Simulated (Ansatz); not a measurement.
Cl on the 1x1 (100) surface of fcc Ni, ferromagnetic, one in a 2x2 cell: adsorption energies (eV for each) against ½ Cl2(g) in Ansatz (plane waves, PAW). Structures relaxed with PBE; the other functionals are single points on them, with slab and gas at the same level. No dispersion, zero-point or thermal terms. Rows are starts at which the adsorbate stayed.

Set-up: 17 atoms, 5.2 Å thick at the start under the adsorbate (thin: gaps and levels are the slab's own); mesh 6x6x1; 0.1 eV smearing; dipole correction on; 8 atoms held, the rest relaxed; each run with such symmetry as its start has; spin-polarised, no spin-orbit, no U, no dispersion correction.

| site | PBE | RPBE |
|---|---|---|
| top Ni | -1.65 | -1.50 |
| hollow Ni-Ni-Ni-Ni over Ni at depth 1.7 Å | -2.31 | -2.01 |

RPBE moves the energies by 0.23 eV on average against PBE and puts 'hollow Ni-Ni-Ni-Ni over Ni at depth 1.7 Å' lowest, as PBE does.

Ansatz is a quantum-chemistry and plane-wave program.
